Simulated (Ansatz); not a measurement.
Consider CdS in the zinc blende structure (space group F-43m, No. 216; a = 5.878 Å).

Calculations: Ansatz (a program for electronic structure), r2SCAN, PAW, cutoff 500 eV, without spin-orbit coupling.

Before the change:

- Hole mass = 0.16, 0.78, 0.78 mₑ (at Γ)
- Pressure = 0.01 GPa
- Width of the top valence band = 2.16 eV

Now apply this change: the cell is scaled by 0.9950 in all directions; the atoms relax in the strained cell.

### Question
Estimate the effect on the hole mass.

### Answer
The hole mass (degenerate bands, along [100]) changes from 0.16, 0.78, 0.78 mₑ (at Γ) to 0.17, 0.77, 0.77 mₑ (at Γ).

### Question
Predict the new pressure.

### Answer
The pressure increases by 0.94 GPa, from 0.01 GPa to 0.95 GPa.

### Question
How does this affect the mean gap deformation potential ΔEg/Δln V?

### Answer
The mean gap deformation potential ΔEg/Δln V is -2.3 eV.

### Question
What does the calculation give for the width of the top valence band after the change?

### Answer
The width of the top valence band goes up by 0.053 eV, from 2.16 eV to 2.22 eV.

Effective masses come from finite differences of ±0.01 Å⁻¹. Whether these cells are dynamically stable was not tested.
